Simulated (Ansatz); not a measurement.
Consider WC (space group P-6m2, No. 187; a = 2.913 Å, c = 2.835 Å; relaxed with 0.1 eV smearing). Axes: x lies along a and z along c of the hexagonal cell.

All numbers come from Kohn–Sham DFT with the r2SCAN functional, run in Ansatz (a program for electronic structure) with PAW and 500 eV plane waves, no spin-orbit coupling.

The change: uniaxial strain ε_xx = +1.50 %, all other strain components held at zero, atoms relaxed at fixed cell.

Task: Predict the stress tensor and what it implies for the stiffness.

Result: Stress of the strained cell less that of the base (GPa, compression positive):
```
  -10.5     0.0     0.0
    0.0    -3.5     0.0
    0.0     0.0    -2.5
```

Then −Δσ_ii/ε with ε = 0.0150 gives secant stiffness values (nonlinear terms included at this strain): C11 ≈ 699 GPa, C12 ≈ 231 GPa and C13 ≈ 167 GPa.

As a check, the harmonic strain energy −½ V₀ Δσ:ε is 5.1 meV/atom; the computed energy rise is 5.2 meV/atom.

No phonon test of stability was made. All final runs are without spin polarisation.
